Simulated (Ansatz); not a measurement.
Rh (Im-3m, No. 229, 1 atom in the cell; start mp-2647000; another form than the element's usual one)

Level of theory: r²SCAN (Ansatz, a program for electronic structure, PAW).

Run with plane-wave cutoff 560 eV, 24×24×24 k mesh, Fermi–Dirac smearing 0.05 eV, spin-polarised start, scalar-relativistic PAW data made under PBE.

Cell (relaxed at this level):

```cif
data_Rh
_chemical_formula_sum 'Rh1'
_space_group_name_H-M_alt 'P 1'
_space_group_IT_number 1
_cell_length_a 2.64736
_cell_length_b 2.64736
_cell_length_c 2.64736
_cell_angle_alpha 109.471
_cell_angle_beta 109.471
_cell_angle_gamma 109.471
loop_
_space_group_symop_operation_xyz
  'x, y, z'
loop_
_atom_site_label
_atom_site_type_symbol
_atom_site_fract_x
_atom_site_fract_y
_atom_site_fract_z
_atom_site_occupancy
Rh1 Rh 0.00000 0.00000 0.00000 1
```

```yaml
band_gap: zero (no gap)
bulk modulus B0: 228 GPa
```

Note: the magnetic order was assumed, not searched for or taken from measurement; the relaxation could not lower the start's symmetry, so the cell can be a saddle point above a distorted one; the bulk modulus is −V dP/dV from two relaxed cells at ±2 % in volume.

Spin–orbit coupling is not included.

Computed values are for the static lattice.

Cost on a shared machine: roughly 2.6 core-minutes.

A start named mp-… is a Materials Project structure, which need not be a measured phase.
